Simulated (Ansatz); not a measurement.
# LaZnSbO: pressure series

Take LaZnSbO (space group P4/nmm, No. 129; a = 4.187 Å, c = 9.419 Å; a cell from a computed database, its experimental status unchecked) as the base.

Cell and atoms are relaxed at each pressure.

Computed with PBEsol/PAW in Ansatz (a first-principles code), without spin-orbit coupling.

Notes on the quantities. enthalpy: H = E + PV relative to the base's energy.

```
case              c/a ratio     density       enthalpy
----------------  ---------  ----------  -------------
base                  2.250  6.88 g/cm³              –
pressure 0.3 GPa      2.246  6.91 g/cm³  +0.04 eV/atom
pressure 0.7 GPa      2.241  6.95 g/cm³  +0.09 eV/atom
pressure 1.5 GPa      2.231  7.04 g/cm³  +0.19 eV/atom
```

Load acts through the strain it causes; cell and atoms are relaxed under it. Stability against distortions was not tested. All final runs are without spin polarisation.
